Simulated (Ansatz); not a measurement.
**Effect of pressure 4.2 GPa on TiN**

The parent structure is TiN in the rock salt structure (space group Fm-3m, No. 225; a = 4.204 Å).

Perturbation: cell and atoms relaxed at a pressure of 4.2 GPa.

Computed with Ansatz (an electronic-structure program), PBEsol, PAW, cutoff 420 eV, no spin-orbit coupling, earlier PAW set. Settings: 19×19×19 k-points, 0.05 eV Fermi–Dirac smearing.

The volume per atom decreases by 0.13 Å³ (9.29 Å³ → 9.16 Å³) and the density increases by 0.08 g/cm³, from 5.53 g/cm³ to 5.61 g/cm³. The lattice parameter a falls by 0.036 bohr to 7.908 bohr and the shortest interatomic distance drops by 0.018 bohr to 3.954 bohr. The enthalpy H = E + PV relative to the base's energy amounts to +0.24 eV/atom and the band gap stays zero.

Load acts through the strain it causes; cell and atoms are relaxed under it. Whether these cells are dynamically stable was not tested. The final runs are not spin-polarised. An odd electron count without spin: TiN.
